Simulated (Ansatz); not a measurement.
We consider LaWN3 (P2₁/m, No. 11, 10 atoms in the cell; start mp-989646), described by LDA (Ansatz, a quantum-chemistry and plane-wave program, plane waves, PAW).

Numerical settings: plane-wave cutoff 520 eV, 6×10×6 k mesh (along the axes of the cell as run), Fermi–Dirac smearing 0.01 eV, no spin polarisation, scalar-relativistic PAW data made under PBE.

Cell (relaxed at this level):

```
LaWN3
1.0
    5.75402     0.00000     0.02856
    0.00000     3.83768     0.00000
   -2.56461     0.00000     7.38495
La W N
2 2 6
Cartesian
  0.96416   0.95942   1.36487
  2.22526   2.87826   6.04864
 -0.91569   0.95942   4.93923
  4.10510   2.87826   2.47428
 -2.04349   0.95942   6.39553
  5.23291   2.87826   1.01798
  4.61534   0.95942   2.90346
 -1.42592   2.87826   4.51005
  0.77657   0.95942   5.50770
  2.41284   2.87826   1.90582
```

Q: Predict the band gap.

A: 
- band gap: 1.68 eV (on the SCF k mesh)

Note: the relaxation could not lower the start's symmetry, so the cell can be a saddle point above a distorted one.

Spin–orbit coupling is not included.

Computed values are for the static lattice.

Computing time: about 17 core-minutes (a rough figure).

A start named mp-… is a Materials Project structure, which need not be a measured phase.
